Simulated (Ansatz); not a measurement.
The starting structures come from a database of crystals and need not be the phases stable at ambient conditions.

Inside the gap of an insulator the Bloch states are evanescent, with a wavenumber k + iκ along the transport direction.

Given:

```xyz
7
Lattice="6.2264 0.0000 0.0000 0.0000 11.9073 0.0000 3.1132 5.9536 3.1132" Properties=species:S:1:pos:R:3 pbc="T T T"
Al     3.1132     2.9768     0.0000
Al     0.0000     5.9536     0.0000
Hg     0.0000     0.0000     0.0000
Te     1.6996    10.2743     1.6047
Te     4.7179     7.5866     1.4136
Te     7.6400     4.3207     1.5085
Te     4.6217    13.5402     1.6996
```

Space group of this cell: I-4. The cell is taken as given.

Transport runs along the normal of the first two printed cell vectors, the (100) plane of the conventional cell.

The gap is the functional's own, uncorrected, and κ follows it; spin-orbit coupling is left out. Mid-gap values are interpolated between the computed energies.

Problem. Give the band gap and the smallest decay constant κ at mid-gap that r2SCAN run with Ansatz (a quantum-chemistry and plane-wave program) yields.

Solution. Gap 1.55 eV on a 10×10×10 mesh; κ = 0.120 1/Å, at the zone centre.
